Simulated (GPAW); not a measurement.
## What a tighter setting buys: convergence.density, In₂Co₃S₂ (R-3m, 7 atoms in the cell)

Cell: a = 5.4920 Å, b = 5.4920 Å, c = 5.4920 Å, α = 57.42°, β = 57.42°, γ = 57.42°.

Method of the run: PBEsol, GPAW PAW datasets PBEsol (made by gpaw-setup) (plane waves; GPAW).

Base settings: spinpol = true; mode = pw; ecut = 850 eV; xc = PBEsol; kpts = 5 5 5; mesh shift (steps) = 0 0 0; occupations.name = fermi-dirac; occupations.width = 0.1 eV; nbands = -11; convergence.density = 1e-05 e/electron.

Misses are taken against the tightest run, 1e-07 e/electron (convergence.energy: 1e-05 eV/electron → 5e-07 eV/electron; convergence.eigenstates: default → 4e-14), which need not be fully converged itself.

Core times come from one kind of shared machine and are given to one figure; runs under 30 s give none.

The starting cell comes from a database of computed structures (which also holds hypothetical and non-ambient phases and stackings), without a prior relaxation at this level. The starting moments vanished: the run ended non-magnetic, which need not be the lowest state. In the base run, with a pressure of about -4 GPa the cell is away from its equilibrium volume at this level.

| convergence.density | pressure less reference (GPa) | largest difference in the force on any atom (eV/Å) | size of the net moment less reference (μB/atom) | core time / reference (rough) |
|---|---|---|---|---|
| 0.01 e/electron (convergence.energy: 1e-05 eV/electron → 0.05 eV/electron; convergence.eigenstates: default → 0.0004) | -0.86 | 0.332 | 0.11 | 0.5 |
| 0.001 e/electron (convergence.energy: 1e-05 eV/electron → 0.005 eV/electron; convergence.eigenstates: default → 4e-06) | 0.09 | 0.025 | 0.00 | 0.8 |
| 0.0001 e/electron (convergence.energy: 1e-05 eV/electron → 0.0005 eV/electron; convergence.eigenstates: default → 4e-08) | -0.01 | 0.032 | 0.00 | 0.9 |
| 1e-05 e/electron | 0.00 | 0.000 | 0.00 | 0.9 |
| 1e-06 e/electron (convergence.energy: 1e-05 eV/electron → 5e-06 eV/electron; convergence.eigenstates: default → 4e-12) | 0.00 | 0.000 | 0.00 | 0.9 |
| 1e-07 e/electron (convergence.energy: 1e-05 eV/electron → 5e-07 eV/electron; convergence.eigenstates: default → 4e-14) | 0.00 | 0.000 | 0.00 | 1 |

Coarsest setting among those run that, with all tighter ones, holds the pressure within 0.2 GPa of the reference: 0.001 e/electron (convergence.energy: 1e-05 eV/electron → 0.005 eV/electron; convergence.eigenstates: default → 4e-06), off by 0.085 GPa; its saving against the reference is no more than about a factor of 2 in time.

Coarsest setting among those run that, with all tighter ones, holds the pressure within 0.05 GPa of the reference: 0.0001 e/electron (convergence.energy: 1e-05 eV/electron → 0.0005 eV/electron; convergence.eigenstates: default → 4e-08), off by 0.007 GPa; its saving against the reference is no more than about a factor of 2 in time.
